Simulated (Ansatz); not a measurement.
A self-consistent single point of MgS (Fm-3m, 2 atoms in the cell) with Ansatz (a quantum-chemistry and plane-wave program).

Level of theory: PBE0, PAW files (plane waves; Ansatz).

```
MgS
1.0
    0.00000     2.54867     2.54867
    2.54867     0.00000     2.54867
    2.54867     2.54867     0.00000
Mg S
1 1
Direct
  0.00000   0.00000   0.00000
  0.50000   0.50000   0.50000
```

Reference input (self-consistent single point, DFT, PBE0, plane waves, PAW files made with PBE): basis.ecutwfc = 420 eV; kpoints.mp_grid.grid = 7 7 7; hamiltonian.xc = pbe0; hamiltonian.pseudopotentials = {kind: paw} (the program's default PAW files); scf.occupations.method = fixed. This run's input differs from it in these lines:

```diff
@@ -22,2 +22,4 @@
     method: fixed
+  mixing:
+    preconditioner: ldos
 output:
```

The program printed (abridged):

```
Error: inconsistent input (scf.mixing.preconditioner, scf.occupations.method): ldos needs the smeared local DOS at the Fermi level to build its model. With no smearing kernel (method: fixed, a smearing width below the step floor, tetrahedron integration, or explicit occupations) the LDOS field is never tabulated. Use a smearing scheme with a finite width, or preconditioner: auto
```

The program stopped before any SCF iteration. 

The starting cell comes from a database of computed structures (which also holds hypothetical and non-ambient phases and stackings), without a prior relaxation at this level. Its lattice was rescaled by a random factor within 2.5 % of one.

Keys are those of Ansatz 0.2.
